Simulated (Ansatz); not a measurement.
Input and output of a self-consistent single point for LaH3 (I4mm, 4 atoms in the cell) (Ansatz, a program for electronic structure).

Level of theory: LDA (PW92), default PAW files made with PBE (plane waves; Ansatz).

The change in words: lattice scaled by 0.98; basis.ecutwfc: 420 eV → 1010 eV. Reference geometry:
```
CELL_PARAMETERS angstrom
     -1.86769     1.86769     3.04058
      1.86769    -1.86769     3.04058
      1.86769     1.86769    -3.04058
ATOMIC_POSITIONS crystal
  La 0.00822 0.00822 0.00000
  H  0.75000 0.25000 0.50000
  H  0.25000 0.75000 0.50000
  H  0.50000 0.50000 0.00000
```

Reference input (self-consistent single point, DFT, LDA (PW92), plane waves, default PAW files made with PBE): basis.ecutwfc = 420 eV; kpoints.mp_grid.grid = 9 9 9; hamiltonian.xc = lda; hamiltonian.pseudopotentials = {kind: paw} (the program's default PAW files); scf.occupations.method = fermi_dirac; scf.occupations.width = 0.02 eV. This run's input differs from it in these lines:

Ansatz 0.2 input:
```diff
@@ -2,12 +2,12 @@
   lattice:
-    - [-1.86768500, 1.86768500, 3.04058100]
-    - [1.86768500, -1.86768500, 3.04058100]
-    - [1.86768500, 1.86768500, -3.04058100]
+    - [-1.83033100, 1.83033100, 2.97976900]
+    - [1.83033100, -1.83033100, 2.97976900]
+    - [1.83033100, 1.83033100, -2.97976900]
   atoms:
-    - { symbol: La, position_ang: [0.00000000, -0.00000000, 0.04999931] }
-    - { symbol: H, position_ang: [-0.00000000, 1.86768500, 1.52029050] }
-    - { symbol: H, position_ang: [1.86768500, 0.00000000, 1.52029050] }
-    - { symbol: H, position_ang: [0.00000000, 0.00000000, 3.04058100] }
+    - { symbol: La, position_ang: [-0.00000000, 0.00000000, 0.04899932] }
+    - { symbol: H, position_ang: [0.00000000, 1.83033100, 1.48988450] }
+    - { symbol: H, position_ang: [1.83033100, 0.00000000, 1.48988450] }
+    - { symbol: H, position_ang: [0.00000000, 0.00000000, 2.97976900] }
 basis:
-  ecutwfc: 420.0
+  ecutwfc: 1010.0
 kpoints:
```

The program printed (abridged):

```
SCF iter   1: F=—  HF=-6125.555996 eV  |F-HF|=—  |Δ(HF+E_count)|=         —  Δρ=1.21e-2  dr2=4.88e-2  ethr=1.77e-3  ⟨swp⟩=4.3  Hψ=4319  notcnv=0
all-band conjugate gradients solve this SCF's bands
preconditioner: auto → none
SCF iter   2: F=—  HF=-6125.540722 eV  |F-HF|=—  |Δ(HF+E_count)|=   1.53e-2  Δρ=2.82e-3  dr2=2.32e-3  ethr=3.48e-4  ⟨swp⟩=3.4  Hψ=2211  notcnv=0
SCF iter   3: F=—  HF=-6125.540018 eV  |F-HF|=—  |Δ(HF+E_count)|=   7.04e-4  Δρ=1.38e-3  dr2=3.42e-4  ethr=1.66e-5  ⟨swp⟩=2.8  Hψ=1664  notcnv=0
SCF iter   4: F=—  HF=-6125.539956 eV  |F-HF|=—  |Δ(HF+E_count)|=   6.20e-5  Δρ=1.74e-4  dr2=3.96e-6  ethr=2.44e-6  ⟨swp⟩=2.2  Hψ=1016  notcnv=0
SCF iter   5: F=—  HF=-6125.539975 eV  |F-HF|=—  |Δ(HF+E_count)|=   1.94e-5  Δρ=2.15e-5  dr2=8.69e-8  ethr=2.83e-8  ⟨swp⟩=1.9  Hψ=995  notcnv=0
SCF iter   6: F=-6125.539975 eV  HF=-6125.539975 eV  |F-HF|=2.76e-10  |Δ(HF+E_count)|=   3.64e-9  Δρ=2.92e-6  dr2=1.18e-9  ethr=6.21e-10  ⟨swp⟩=3.3  Hψ=3420  notcnv=0
SCF 1 converged in 6 iterations: F = -6125.539975 eV  dr2 = 1.18e-9
Free energy (F): -6125.539975 eV
Internal energy: -6125.539968 eV  (E = F + TS)
E sigma→0 (E₀):  -6125.539971 eV
Entropy (-TS):   -0.000008 eV (-0.002 meV/atom)
Fermi energy:    10.848256 eV
--- Forces (eV/Å), atoms counted from 1 ---
  atom   1  La     0.00000000    -0.00000000    -0.19826792
  atom   2  H      0.00000000     0.00000000     0.11567275
  atom   3  H     -0.00000000     0.00000000     0.11567275
  atom   4  H      0.00000000     0.00000000    -0.03307861
--- Stress (GPa, compression-positive) ---
        2.484654       0.000000      -0.000000
        0.000000       2.484654      -0.000000
       -0.000000       0.000000       1.341880
  P = ⅓ Tr σ = 2.1037 GPa (21.037 kbar)
  The stress holds the Pulay correction. Without it, at fixed plane waves, as pw.x and ABINIT print it: P = 2.1031 GPa
```

The run converged in 6 iterations. Against the reference run the free energy goes down by 3.6 meV/atom, the pressure goes from -3.10 to 2.10 GPa, the largest force goes from 0.152 to 0.198 eV/Å and the gap on the mesh goes from 0.280 to 0.223 eV.

The starting cell comes from a database of computed structures (which also holds hypothetical and non-ambient phases and stackings), without a prior relaxation at this level. Its lattice was rescaled by up to half a per cent. One atom was moved a little off its site on purpose. For this run, on top of that: lattice scaled by 0.98. Ansatz's pressure includes its estimate of the finite-basis (Pulay) stress.
